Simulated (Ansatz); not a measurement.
Pressure series in NbN

Base system: NbN in the rock salt structure (space group Fm-3m, No. 225; a = 4.4213 Å).

Cell and atoms are relaxed at each pressure.

The values are results of PBE (Ansatz, a first-principles code, PAW, no spin-orbit coupling), not measurements.

Notes on the quantities. enthalpy: H = E + PV relative to the base's energy.

```tsv
variant	density	enthalpy
base	8.22 g/cm³	–
pressure −2 GPa	8.16 g/cm³	-0.14 eV/atom
pressure −1 GPa	8.19 g/cm³	-0.07 eV/atom
pressure 3 GPa	8.30 g/cm³	+0.20 eV/atom
pressure 7 GPa	8.40 g/cm³	+0.47 eV/atom
pressure 15 GPa	8.59 g/cm³	+0.99 eV/atom
pressure 30 GPa	8.92 g/cm³	+1.94 eV/atom
pressure 50 GPa	9.30 g/cm³	+3.15 eV/atom
pressure 75 GPa	9.73 g/cm³	+4.61 eV/atom
pressure 100 GPa	10.11 g/cm³	+6.01 eV/atom
```

Load acts through the strain it causes; cell and atoms are relaxed under it. Stability against distortions was not tested. No other phases were tried under pressure. The final runs are not spin-polarised.
